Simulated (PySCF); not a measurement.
PySCF 2.14.0, PBE0/def2-svp, df: W(NH)(NMe)(OMe)(Me) (C[N]=[W]([CH3])(=[NH])[O]C), 17 atoms. The geometry is a generated start, not checked to be a minimum at this level.

```
Item                                                 Value
-------------------------  -------------------------------
task                                                energy
method                                                pbe0
basis                                             def2-svp
two-electron scheme                        density fitting
mol.max_memory                                     3000 MB
mf.max_cycle                                           100
mf.init_guess                              minao (default)
mf.DIIS                                    CDIIS (default)
mf.conv_tol                                1e-09 (default)
mf.grids.level                                 3 (default)
effective core potentials  those of the basis set, past Kr
basis functions                                        166
grid points                                         206632
```

```xyz
17

W     -0.4609    -0.2439     0.0414
N     -2.1396    -0.7888    -0.2219
H     -3.0846    -0.9961    -0.5524
N     -0.0916     1.1600    -1.0041
C     -0.0942     2.1790    -1.9931
H      0.3147     1.7999    -2.9397
H     -1.1133     2.5484    -2.1808
H      0.5287     3.0290    -1.6840
O      0.8808    -1.4955     0.3080
C      1.8117    -2.5223     0.2896
H      2.1099    -2.7465    -0.7455
H      2.7092    -2.2330     0.8553
H      1.3914    -3.4341     0.7408
C     -0.6746     0.8027     1.9924
H     -0.9702     0.0850     2.7769
H     -1.4101     1.6180     2.0189
H      0.2926     1.2382     2.2981
```

Charge 0 and multiplicity 1 are set for this test and not shown to be the ground state.

One run each on 2 threads, 1 BLAS thread. Values of diis_space tried: 3, 5, 8 (default), 12, 20.

Task: How does the count of Fock builds change with diis_space, and where is it least?

Result: Fewest Fock builds, within one of each other: 8 (default) with 15, 12 with 14, 20 with 14. The count rises to 46 at 3. All converge to one solution.

```
diis_space   Fock builds            end
-----------  -----------  -------------
3                     46  same solution
5                     19  same solution
8 (default)           15  same solution
12                    14  same solution
20                    14  same solution
```
